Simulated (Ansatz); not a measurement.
**Re, response to strain**

Take Re in the hcp (Mg type) structure (space group P6_3/mmc, No. 194; relaxed with 0.1 eV smearing) as the base.

```
CELL_PARAMETERS angstrom
      2.77642     0.00000     0.00000
     -1.38821     2.40445     0.00000
      0.00000     0.00000     4.48093
ATOMIC_POSITIONS crystal
  Re 0.66667 0.33333 0.75000
  Re 0.33333 0.66667 0.25000
```

Cartesian axes are those of the cell as printed.

Strains are applied to the cell and any free atomic positions relax; under biaxial strain the out-of-plane vector relaxes too.

All numbers come from PBE (Ansatz, a first-principles code, PAW, no SOC).

Candidates:
(a) biaxial strain +2.50 %, plane normal [001], relaxed out of plane
(b) biaxial strain +1.50 %, plane normal [001], relaxed out of plane
(c) biaxial strain −1.00 %, plane normal [001], relaxed out of plane
(d) biaxial strain +1.00 %, plane normal [001], relaxed out of plane
(e) biaxial strain +2.00 %, plane normal [001], relaxed out of plane

Problem. Order them by out-of-plane strain, lowest first.

Solution. (a) biaxial strain +2.50 %, plane normal [001], relaxed out of plane (-1.75 %), (e) biaxial strain +2.00 %, plane normal [001], relaxed out of plane (-1.39 %), (b) biaxial strain +1.50 %, plane normal [001], relaxed out of plane (-1.04 %), (d) biaxial strain +1.00 %, plane normal [001], relaxed out of plane (-0.69 %), (c) biaxial strain −1.00 %, plane normal [001], relaxed out of plane (+0.66 %)

Whether these cells are dynamically stable was not tested. All final runs are without spin polarisation.
